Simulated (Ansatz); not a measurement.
# AlN: response to strain

Start from AlN in the wurtzite structure (space group P6_3mc, No. 186; a = 3.107 Å, c = 4.978 Å). Axes: x lies along a and z along c of the hexagonal cell.

Strains are applied to the cell and any free atomic positions relax; under biaxial strain the out-of-plane vector relaxes too; under stress the whole cell relaxes.

Level of theory: r2SCAN, PAW, 500 eV (Ansatz, a quantum-chemistry and plane-wave program; no spin-orbit coupling), earlier PAW set.

Notes on the quantities. pressure: mean of the normal stresses, compression positive.

```csv
variant,volume per atom,pressure,width of the top valence band,band gap,gap character
base,10.40 Å³,0.01 GPa,2.41 eV,4.87 eV,direct at Γ
"biaxial strain −2.97 %, plane normal [001], relaxed out of plane",9.94 Å³,10.90 GPa,2.42 eV,5.29 eV,direct at Γ
"biaxial strain −0.22 %, plane normal [001], relaxed out of plane",10.37 Å³,0.73 GPa,2.40 eV,4.92 eV,direct at Γ
"biaxial strain +0.66 %, plane normal [001], relaxed out of plane",10.50 Å³,-2.09 GPa,2.45 eV,4.73 eV,direct at Γ
isotropic strain −3.19 %,9.44 Å³,24.70 GPa,2.57 eV,5.75 eV,"indirect, Γ → K"
isotropic strain +1.17 %,10.77 Å³,___,___,___,direct at Γ
uniaxial strain ε_yy = +2.37 %,10.65 Å³,-4.88 GPa,–,4.59 eV,direct at Γ
uniaxial strain ε_zz = +1.81 %,10.59 Å³,-3.45 GPa,2.28 eV,4.79 eV,direct at Γ
"uniaxial stress, 1 GPa tension along z",10.42 Å³,–,2.39 eV,4.87 eV,direct at Γ
"uniaxial stress, 5 GPa tension along z",10.50 Å³,–,2.30 eV,4.87 eV,direct at Γ
```

Problem. What belongs in the blanks?

Solution. 
- isotropic strain +1.17 %, pressure: -6.87 GPa
- isotropic strain +1.17 %, width of the top valence band: 2.35 eV
- isotropic strain +1.17 %, band gap: 4.56 eV

Gaps are read on the SCF mesh and a high-symmetry path. Stability under load was not tested beyond the relaxation. k-point labels follow each cell's own Brillouin zone.
